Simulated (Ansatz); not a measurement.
Structures of equal composition on the (0001) surface of hcp Ru: a pseudomorphic layer of Si in the host's stacking; a pseudomorphic layer of Si in the other hollow. The slabs share one bottom face, and each structure is named by its start. These are constructed structures in small cells; real faces may alloy, dewet or reconstruct in larger ones, and not all known structures of the face are among them. Slabs of about 11 Å, Fermi-Dirac smearing of 0.1 eV. Bottom of the slabs: a bare face, its two planes held. Relaxed from the named starts with such symmetry as they have, on meshes of like density; energies extrapolated to zero smearing; spin only where a row says so; no spin-orbit coupling, no U. Brackets mark spin-polarised runs, whose order is one that fits the cell.

Computed with PBE (plane waves to 420 eV, PAW; Ansatz, a program for electronic structure).

**Question.** Put the candidates in order of energy per 1x1 cell, lowest first, for PBE.

**Answer.** a pseudomorphic layer of Si in the host's stacking (0.000 eV), a pseudomorphic layer of Si in the other hollow (0.027 eV)
